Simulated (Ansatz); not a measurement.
Pressure series in Sc

The parent structure is Sc in the hcp (Mg type) structure (space group P6_3/mmc, No. 194).

```
CELL_PARAMETERS angstrom
      3.31943     0.00000     0.00000
     -1.65971     2.87471     0.00000
      0.00000     0.00000     5.16637
ATOMIC_POSITIONS crystal
  Sc 0.33333 0.66667 0.75000
  Sc 0.66667 0.33333 0.25000
```

Cell and atoms are relaxed at each pressure.

Computed with Ansatz (an electronic-structure program) PBE, no spin-orbit coupling.

```json
[
 {"case": "base", "c/a ratio": "1.556", "shortest interatomic distance": "6.078 bohr"},
 {"case": "pressure −2 GPa", "c/a ratio": "1.558", "shortest interatomic distance": "6.161 bohr"},
 {"case": "pressure −1 GPa", "c/a ratio": "1.557", "shortest interatomic distance": "6.118 bohr"},
 {"case": "pressure 0.9 GPa", "c/a ratio": "1.556", "shortest interatomic distance": "(withheld)"},
 {"case": "pressure 2.1 GPa", "c/a ratio": "1.554", "shortest interatomic distance": "6.002 bohr"},
 {"case": "pressure 4.5 GPa", "c/a ratio": "1.552", "shortest interatomic distance": "(withheld)"},
 {"case": "pressure 9 GPa", "c/a ratio": "1.547", "shortest interatomic distance": "(withheld)"},
 {"case": "pressure 15 GPa", "c/a ratio": "1.540", "shortest interatomic distance": "5.668 bohr"},
 {"case": "pressure 22.5 GPa", "c/a ratio": "1.537", "shortest interatomic distance": "5.534 bohr"},
 {"case": "pressure 30 GPa", "c/a ratio": "1.541", "shortest interatomic distance": "5.428 bohr"}
]
```

Question: Complete the table.

Answer: 
- pressure 0.9 GPa, shortest interatomic distance: 6.045 bohr
- pressure 4.5 GPa, shortest interatomic distance: 5.926 bohr
- pressure 9 GPa, shortest interatomic distance: 5.802 bohr

Load acts through the strain it causes; cell and atoms are relaxed under it. No phonon test of stability was made. No other phases were tried under pressure. All final runs are without spin polarisation.
